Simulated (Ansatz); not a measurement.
# Effect of pressure 7.5 GPa on Sc

Start from Sc (space group P6_222, No. 180; a = 3.1967 Å, c = 8.0344 Å; a cell from a computed database, its experimental status unchecked).

Now apply this change: cell and atoms relaxed at a pressure of 7.5 GPa.

Method: plane-wave PAW DFT at the PBEsol level (Ansatz, a first-principles code, 420 eV), no spin-orbit coupling. k-mesh 17×17×6 (Γ-centred); smearing 0.05 eV (Fermi–Dirac).

* **Volume per atom**: 21.03 Å³ (base 23.70 Å³)
* **Density**: 3.55 g/cm³ (base 3.15 g/cm³)
* **Lattice parameter a**: 3.082 Å (base 3.197 Å)
* **c/a ratio**: 2.488 (base 2.513)
* **Enthalpy H = E + PV relative to the base's energy**: +1.04 eV/atom
* **Band gap**: zero (base zero)

Final structure:

```xyz
3
Lattice="3.0822 0.0000 0.0000 -1.5411 2.6693 0.0000 0.0000 0.0000 7.6693" Properties=species:S:1:pos:R:3 pbc="T T T"
Sc     1.5411     0.0000     0.0000
Sc     0.7705     1.3346     2.5564
Sc    -0.7705     1.3346     5.1129
```

Load acts through the strain it causes; cell and atoms are relaxed under it. Stability against distortions was not tested. No other phases were tried under pressure. The base started in P6_122 and relaxed to P6_222 at this level. The final runs are not spin-polarised. Sc has a high density of states at the Fermi level and may be magnetic at this level. This is not the structure that Sc has at room temperature and ambient pressure.
